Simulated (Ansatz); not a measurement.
System: zinc-blende BeS. Method: G0W0@PBE0 (Ansatz, an electronic-structure program, hard PAW, contour deformation).

The cell has the measured lattice parameters. Conventional cell: a = 4.8700 Å, b = 4.8700 Å, c = 4.8700 Å, α = 90.00°, β = 90.00°, γ = 90.00°.

The quasiparticle gap at Γ at a fixed k mesh 2×2×2:

```
response cutoff           value (eV)
------------------------  ----------
250 eV, 476 empty bands        7.742
300 eV, 626 empty bands        7.756
400 eV, 964 empty bands        7.775
500 eV, 1347 empty bands       7.785
```

Task: Taking the value to converge with the response cutoff E as E^(−3/2), extrapolate from the last two rows.

Result: With y = y∞ + c/w and weights w = 8000 and 11180 for the last two rows, y∞ = (w2 y2 − w1 y1)/(w2 − w1) = (11180 × 7.785 − 8000 × 7.775)/3180 = 7.810 eV, which lies 0.025 beyond the last row. Successive pairs of rows give 7.801, 7.810, 7.810. The limit also hangs on the law assumed, so its last digits aren't firm.

The other settings are not extrapolated, so this is the limit in one setting alone.

At the last cutoff the smallest gap on this mesh is 4.79 eV, with an edge away from Γ.

Note: GW on a hybrid start was not checked against another program.
